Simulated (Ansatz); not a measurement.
Given:

End structure of the (0001) surface of hcp Zr (in the relaxation 3 Zr–Zr bonds formed; like top atoms buckled by 0.4 Å), one row in 4 of the top plane missing (bottom of the slab: a bare face, its two planes held):

```yaml
crystal:
  lattice:
    - [3.23249, 0.00000, 0.00000]
    - [-6.46498, 11.19768, 0.00000]
    - [0.00000, 0.00000, 29.00000]
  atoms:
    - { symbol: Zr, position: [0.66667, 0.08333, 0.27715] }
    - { symbol: Zr, position: [0.66667, 0.33333, 0.27715] }
    - { symbol: Zr, position: [0.66667, 0.58333, 0.27715] }
    - { symbol: Zr, position: [0.66667, 0.83333, 0.27715] }
    - { symbol: Zr, position: [0.33333, 0.16667, 0.36629] }
    - { symbol: Zr, position: [0.33333, 0.41667, 0.36629] }
    - { symbol: Zr, position: [0.33333, 0.66667, 0.36629] }
    - { symbol: Zr, position: [0.33333, 0.91667, 0.36629] }
    - { symbol: Zr, position: [0.67041, 0.08528, 0.45789] }
    - { symbol: Zr, position: [0.66389, 0.33202, 0.45590] }
    - { symbol: Zr, position: [0.66884, 0.58450, 0.45644] }
    - { symbol: Zr, position: [0.66805, 0.83411, 0.45540] }
    - { symbol: Zr, position: [0.31860, 0.15937, 0.55185] }
    - { symbol: Zr, position: [0.33376, 0.41695, 0.54303] }
    - { symbol: Zr, position: [0.33042, 0.66528, 0.54567] }
    - { symbol: Zr, position: [0.33698, 0.91857, 0.54422] }
    - { symbol: Zr, position: [0.66969, 0.08492, 0.64263] }
    - { symbol: Zr, position: [0.67492, 0.33753, 0.63065] }
    - { symbol: Zr, position: [0.67789, 0.58902, 0.63848] }
    - { symbol: Zr, position: [0.67241, 0.83628, 0.63046] }
    - { symbol: Zr, position: [0.22520, 0.36268, 0.71413] }
    - { symbol: Zr, position: [0.19547, 0.59781, 0.72746] }
    - { symbol: Zr, position: [0.15692, 0.82853, 0.71477] }
```

Slab: 23 atoms, 12.9 Å thick at the start; k 13x4x1, smearing 0.1 eV, dipole-corrected; 8 atoms held, the rest relaxed; no symmetry held; no spin, no spin-orbit, no U. It is one candidate, not shown to be the stable structure of the face.

Task: Give the work function of the top face at the level PBE in Ansatz (a program for electronic structure).

Result: 3.71 eV
